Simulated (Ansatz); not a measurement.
```
Cs
1.0
   -3.13761     3.13761     3.22640
    3.13761    -3.13761     3.22640
    3.13761     3.13761    -3.22640
Cs
1
Direct
  0.00000   0.00000   0.00000
```

No spin polarisation.

Method: r2SCAN in Ansatz (plane waves to 500 eV, PAW, scalar-relativistic without spin-orbit coupling). k-mesh 15×15×15 (Γ-centred); smearing 0.1 eV (Fermi–Dirac).

Problem. Estimate the band gap.

Solution. Zero.

Problem. Estimate the stress (xx, yy, zz, yz, xz, xy; compression positive).

Solution. (0.0, 0.0, -0.1, 0.0, 0.0, 0.0) GPa.

The cells carry an imposed strain or load. Whether these cells are dynamically stable was not tested. The cell was made from Cs in the bcc (W type) structure (space group Im-3m, No. 229) by this change: uniaxial strain ε_zz = +2.83 %.

Ansatz is a program for electronic structure.
